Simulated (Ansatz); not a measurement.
**Hypothetical zinc blende NaCl, response to strain**

Start from NaCl in the zinc blende structure (space group F-43m, No. 216; a = 6.2539 Å; a hypothetical phase, not in the database extracts checked). Axes: x, y, z lie along the cube axes.

Strains are applied to the cell and any free atomic positions relax; under biaxial strain the out-of-plane vector relaxes too; under stress the whole cell relaxes.

The values are results of PBE (Ansatz, a quantum-chemistry and plane-wave program), without spin-orbit coupling, not measurements.

```tsv
variant	electron mass	volume per atom	band gap	gap character
base	0.49 mₑ (at Γ)	30.57 Å³	4.85 eV	direct at Γ
biaxial strain −4.13 %, plane normal [001], relaxed out of plane	0.48 mₑ (at Γ)	29.89 Å³	4.83 eV	–
biaxial strain −2.53 %, plane normal [110], relaxed out of plane	0.48 mₑ (at Γ)	29.95 Å³	4.82 eV	direct at Γ
biaxial strain −3.28 %, plane normal [111], relaxed out of plane	–	29.52 Å³	4.85 eV	direct at Γ
isotropic strain +4.42 %	0.51 mₑ (at Γ)	34.81 Å³	4.56 eV	direct at Γ
uniaxial strain ε_zz = +4.65 %	0.50 mₑ (at Γ)	32.00 Å³	4.72 eV	direct at Γ
tensor shear ε_xy = −1.74 %	0.49 mₑ (at Γ)	30.57 Å³	4.80 eV	direct at Γ
tensor shear ε_xy = +3.28 %	0.49 mₑ (at Γ)	30.54 Å³	4.75 eV	direct at Γ
tensor shear ε_xz = +0.69 %	0.49 mₑ (at Γ)	30.57 Å³	4.83 eV	direct at Γ
uniaxial stress, 8 GPa tension along x	0.41 mₑ along x, 0.56 mₑ across (at Γ)	35.28 Å³	3.09 eV	indirect, N → Γ
```

Masses are band curvatures over ±0.01 Å⁻¹ around the edge. Stability under load was not tested beyond the relaxation. Under uniaxial stress, 8 GPa tension along x the cell changed shape so far that it is another structure. k-point labels follow each cell's own Brillouin zone.
